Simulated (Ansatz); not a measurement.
## (Ru,Co): CoRu

A 16-atom cell of (Ru,Co) started in the hexagonal close-packed structure, site fractions Ru 0.500, Co 0.500, short-range order 0.00 among the nearest mixed sites of the first mixed sublattice (0 is random, a negative value favours unlike neighbours), space group P1 at the end.

Computed with r2SCAN (plane waves to 500 eV, PAW; Ansatz, a quantum-chemistry and plane-wave program). Scalar-relativistic, without spin–orbit coupling. Its k-point mesh 6×6×6, Fermi–Dirac width 0.05 eV.

* **volume per atom**: 12.25 Å³
* **Co–Ru bonds (within 1.22 times the sum of covalent radii)**: 2.594 Å on average, from 2.524 to 2.708 (48)
* **Co–Co bonds (within 1.22 times the sum of covalent radii)**: 2.559 Å on average, from 2.452 to 2.665 (24)
* **Ru–Ru bonds (within 1.22 times the sum of covalent radii)**: 2.606 Å on average, from 2.531 to 2.683 (24)

```
CELL_PARAMETERS angstrom
      0.00875    -4.52051    -4.14740
     -0.02790     4.52119    -4.14811
      5.23419    -0.02151     4.15966
ATOMIC_POSITIONS crystal
  Co 0.58726 0.42103 0.25037
  Ru 0.21210 0.54675 0.00810
  Co 0.70012 0.04183 0.00141
  Co 0.33589 0.15184 0.75099
  Co 0.45319 0.79462 0.50179
  Ru 0.95705 0.29102 0.49465
  Co 0.08019 0.91445 0.25448
  Ru 0.83779 0.67034 0.75138
  Ru 0.53830 0.20392 0.49374
  Ru 0.16942 0.32778 0.24724
  Co 0.67043 0.83107 0.25112
  Co 0.30070 0.96406 0.00028
  Ru 0.41476 0.58794 0.75333
  Ru 0.91263 0.07949 0.74610
  Co 0.04345 0.71557 0.49639
  Ru 0.78671 0.45829 0.99863
```
Starting moments (μB, in the order of the record's atoms Co Ru Co Co Co Ru Co Ru Ru Ru Co Co Ru Ru Co Ru): 1.7 0.0 1.7 1.7 1.7 0.0 1.7 0.0 0.0 0.0 1.7 1.7 0.0 0.0 1.7 0.0.
